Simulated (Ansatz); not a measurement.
Input:

```
GeSe2
1.0
   -2.89549     2.89549     4.80192
    2.89549    -2.89549     4.80192
    2.89549     2.89549    -4.80192
Ge Se
2 4
Direct
  0.75000   0.25000   0.50000
  0.00000   0.00000   0.00000
  0.62445   0.62500   0.49945
  0.37500   0.87445   0.99945
  0.12555   0.12500   0.50055
  0.87500   0.37555   0.00055
```

Method: PBEsol, rigid bands (plane waves, PAW, scalar-relativistic; Ansatz, a quantum-chemistry and plane-wave program). Cell: cell and atoms relaxed with PBEsol.

What conductivity effective mass do dilute electrons have at 300 K?

0.67 (x), 0.67 (y), 0.51 (z) mₑ.

And the band gap?

1.35 eV at this level; semilocal functionals usually fall short of the measured gap.

Rigid bands, one relaxation time for all states, no polarons. Spin-orbit coupling is left out; where it splits the top of the valence band it changes the hole mass and lowers the gap by about a third of the splitting.

Computed structure, not matched to a measured one here, so possibly hypothetical: GeSe2 (I-42d).
